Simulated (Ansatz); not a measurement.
A relaxation of the atoms of Mg (P-3m1, 2 atoms in the cell) with Ansatz (a first-principles code).

Method of the run: LDA (PW92), PAW files made with PBE (plane waves; Ansatz).

The change in words: one atom moved by 0.15 angstrom; relax: default → atoms; relax.f_tol: default → 0.002 eV/Å. Reference geometry:
```xyz
2
Lattice="1.6002 -2.7716 0.0000 1.6002 2.7716 0.0000 0.0000 0.0000 5.1944" Properties=species:S:1:pos:R:3 pbc="T T T"
Mg     1.6002     0.9239     1.2986
Mg     1.6002    -0.9239     3.8958
```

Reference input (self-consistent single point, DFT, LDA (PW92), plane waves, PAW files made with PBE): basis.ecutwfc = 420 eV; kpoints.mp_grid.grid = 12 12 7; hamiltonian.xc = lda; hamiltonian.pseudopotentials = {kind: paw} (the program's default PAW files); scf.occupations.method = fermi_dirac; scf.occupations.width = 0.1 eV. This run's input differs from it in these lines:

```diff
@@ -7,3 +7,3 @@
   atoms:
-    - { symbol: Mg, position: [0.333333, 0.666667, 0.250000] }
+    - { symbol: Mg, position: [0.333333, 0.666667, 0.278877] }
     - { symbol: Mg, position: [0.666667, 0.333333, 0.750000] }
@@ -18,2 +18,4 @@
   occupations: { method: fermi_dirac, width: 0.1 }
+relax:
+  f_tol: 0.002
 output:
```

The program printed (abridged):

```
   [... SCF lines of the steps left out ...]
relax step   1: F+E_penalty+E_count = -3803.17441979 eV  Δ(F+E_penalty+E_count) = +0.000e0 eV  max|allowed force component| = 3.551e-1 eV/Å  Δτ_max = 0.0000 Å  (8 SCF iters, dr2 threshold 1.00e-7 eV, accepted)
relax step   2: F+E_penalty+E_count = -3803.20039573 eV  Δ(F+E_penalty+E_count) = -2.598e-2 eV  max|allowed force component| = 4.620e-2 eV/Å  Δτ_max = 0.0651 Å  (4 SCF iters, dr2 threshold 7.88e-6 eV, accepted)
relax step   3: F+E_penalty+E_count = -3803.20085123 eV  Δ(F+E_penalty+E_count) = -4.555e-4 eV  max|allowed force component| = 2.815e-4 eV/Å  Δτ_max = 0.0098 Å  (4 SCF iters, dr2 threshold 1.33e-7 eV, accepted)
relax step   4: F+E_penalty+E_count = -3803.20085123 eV  Δ(F+E_penalty+E_count) = -1.868e-9 eV  max|allowed force component| = 2.425e-4 eV/Å  Δτ_max = 0.0000 Å  (2 SCF iters, accepted)
the relaxation is at rest under the 12 symmetry operations that the run kept from its start: a minimum is not shown …
Stability not checked: this state was not tested for a lower state beside it, because too few of the mixer's solves of this state at the end of the SCF gave a …
Free energy (F): -3803.200851 eV
Internal energy: -3803.172478 eV  (E = F + TS)
E sigma→0 (E₀):  -3803.186665 eV
Entropy (-TS):   -0.028373 eV (-14.186 meV/atom)
Fermi energy:    5.355714 eV
--- Forces (eV/Å), atoms counted from 1 ---
  atom   1  Mg    -0.00000000     0.00000000    -0.00024249
   [... lines left out ...]
--- Relaxed structure (4 steps of the walk, 4 accepted, 0 SCFs on fresh bases) ---
  F+E_penalty+E_count = -3803.20085123 eV   max|allowed force component| = 2.425e-4 eV/Å
  atoms:
    - { symbol: Mg, position: [0.33333333333333326, 0.6666666666666665, 0.26444929871983747] }
    - { symbol: Mg, position: [0.6666666666666665, 0.33333333333333326, 0.7644277012801625] }
```

The run converged. 

Summary of the result:
* **Free energy E − TS (on the zero of these files)**: -3803.2009 eV
* **Fermi level (on the code's own zero)**: 5.36 eV
* **Pressure**: -2.21 GPa
* **Relaxation steps**: 4

The starting cell has typed, rounded lattice constants, without a prior relaxation at this level. Its lattice was rescaled by up to half a per cent. For this run, on top of that: one atom moved by 0.15 angstrom. The relaxation keeps the symmetry of its start, so its end need not be a minimum. Ansatz's pressure includes its estimate of the finite-basis (Pulay) stress.

Keys are those of Ansatz 0.2.
